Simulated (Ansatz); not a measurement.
Ansatz (a program for electronic structure) run on HgPt3 (Pm-3m, 4 atoms in the cell): relaxation of cell and atoms.

Method: LDA (PW92), PAW files made with PBE (plane waves; Ansatz).

```
HgPt3
1.0
    3.98297     0.00000     0.00000
    0.00000     3.98297     0.00000
    0.00000     0.00000     3.98297
Hg Pt
1 3
Direct
  0.00000   0.00000   0.00000
  0.00000   0.50000   0.50000
  0.50000   0.00000   0.50000
  0.50000   0.50000   0.00000
```

Reference input (self-consistent single point, DFT, LDA (PW92), plane waves, PAW files made with PBE): kpoints.mp_grid.grid = 7 7 7; hamiltonian.xc = lda; hamiltonian.pseudopotentials = {kind: paw} (an earlier, softer set of the program's PAW files); scf.occupations.method = fermi_dirac; scf.occupations.width = 0.136 eV. This run's input differs from it in these lines:

```diff
@@ -18,2 +18,4 @@
   occupations: { method: fermi_dirac, width: 0.136 }
+relax:
+  cell: {}
 output:
```

Output, abridged:

```
   [... SCF lines of the steps left out ...]
relax step   1: F+E_penalty+E_count = -50262.90928501 eV  Δ(F+E_penalty+E_count) = +0.000e0 eV  max|allowed force component| = 2.069e-28 eV/Å  Δτ_max = 0.0000 Å  P = -1.278 GPa  Ω = 63.186 Å³  (8 SCF iters, dr2 threshold 1.00e-7 eV, accepted)
relax step   2: F+E_penalty+E_count = -50262.90433358 eV  Δ(F+E_penalty+E_count) = +4.951e-3 eV  max|allowed force component| = 1.091e-29 eV/Å  Δτ_max = 0.0000 Å  P = +2.948 GPa  Ω = 62.121 Å³  energy of the carried Pulay correction = +3.419e-4 eV  [...]
relax step   3: F+E_penalty+E_count = -50262.91073111 eV  Δ(F+E_penalty+E_count) = -1.446e-3 eV  max|allowed force component| = 1.427e-29 eV/Å  Δτ_max = 0.0000 Å  P = -0.034 GPa  Ω = 62.860 Å³  energy of the carried Pulay correction = +1.040e-4 eV  [...]
relax step   4: F+E_penalty+E_count = -50262.91063027 eV  Δ(F+E_penalty+E_count) = +1.008e-4 eV  max|allowed force component| = 5.391e-30 eV/Å  Δτ_max = 0.0000 Å  P = -0.032 GPa  Ω = 62.860 Å³  stress off target by 3.21e-2 GPa  SCF on the basis [...]
basis re-selected at this cell: Δ(F+E_penalty+E_count) = +1.008e-4 eV, ΔP = +0.002 GPa vs the last step
the relaxation is at rest under the 48 symmetry operations that the run kept from its start: a minimum is not shown …
Stability not checked: this state was not tested for a lower state beside it, because too few of the mixer's solves of this state at the end of the SCF gave a …
Free energy (F): -50262.910630 eV
Internal energy: -50262.685064 eV  (E = F + TS)
   [... lines left out ...]
Fermi energy:    22.250464 eV
  cell:  # Å, volume = 62.8602 Å³
   [... lines left out ...]
    - [-3.209883240645393e-35, 3.9761110378985496, 0.0]
    - [0.0, 0.0, 3.9761110378985496]
  atoms:
    - { symbol: Hg, position: [-2.079782485198906e-46, 9.620139248717408e-48, 2.4737500925273335e-47] }
    - { symbol: Pt, position: [2.6569953983026517e-47, 0.5, 0.5] }
    - { symbol: Pt, position: [0.5, -3.985626735689482e-47, 0.5] }
    - { symbol: Pt, position: [0.5, 0.5, -4.1229400226704687e-47] }
```

The run converged.  The full log also holds: “iter 4 did not close the SCF: its close was put off for the readings that it lacked (scf_convergence_deferred on its scf_iter line)”. The full log also holds: “iter 5 did not close the SCF: its close was put off for the readings that it lacked (scf_convergence_deferred on its scf_iter line)”.

Summary of the result:
- Free energy E − TS (on the zero of these files): -50262.9106 eV
- Fermi level (on the code's own zero): 22.25 eV
- Pressure: -0.03 GPa
- Final cell: a = 3.976 Å, b = 3.976 Å, c = 3.976 Å, α = 90.00°, β = 90.00°, γ = 90.00°
- Final volume per atom: 15.72 Å³
- Relaxation steps: 4

The starting cell comes from a database of computed structures (which also holds hypothetical and non-ambient phases and stackings), without a prior relaxation at this level. Its lattice was rescaled by a random factor within 2.5 % of one. Spin polarisation is off. The relaxation keeps the symmetry of its start, so its end need not be a minimum. Ansatz's pressure includes its estimate of the finite-basis (Pulay) stress.

Keys are those of Ansatz 0.2.
